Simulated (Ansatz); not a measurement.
Base system: Ge in the diamond structure (space group Fd-3m, No. 227; a = 5.674 Å).

Calculations: r2SCAN/PAW in Ansatz (a quantum-chemistry and plane-wave program), without spin-orbit coupling.

Base values:

```
Property                  Result
-------------------  -----------
Gap character        direct at Γ
Smallest direct gap      0.36 eV
Lattice parameter a      5.674 Å
```

Modification: cell and atoms relaxed at a pressure of 15 GPa.

Problem. Estimate the effect on the gap character.

Solution. The gap character becomes indirect, Γ → a point along ⟨100⟩, about 0.9 Å⁻¹ from Γ (base: direct at Γ).

Problem. Estimate the effect on the smallest direct gap.

Solution. The smallest direct gap grows by 1.51 eV to 1.87 eV.

Problem. What does the calculation give for the lattice parameter a after the change?

Solution. The lattice parameter a drops by 0.2736 Å to 5.401 Å.

Load acts through the strain it causes; cell and atoms are relaxed under it. Whether these cells are dynamically stable was not tested. The real Ge has an indirect gap at ambient pressure; r2SCAN orders its close-lying valleys differently. Measured, Ge leaves this structure (for the β-tin structure) near 10.6 GPa (room temperature; as listed in arXiv:1906.07825).
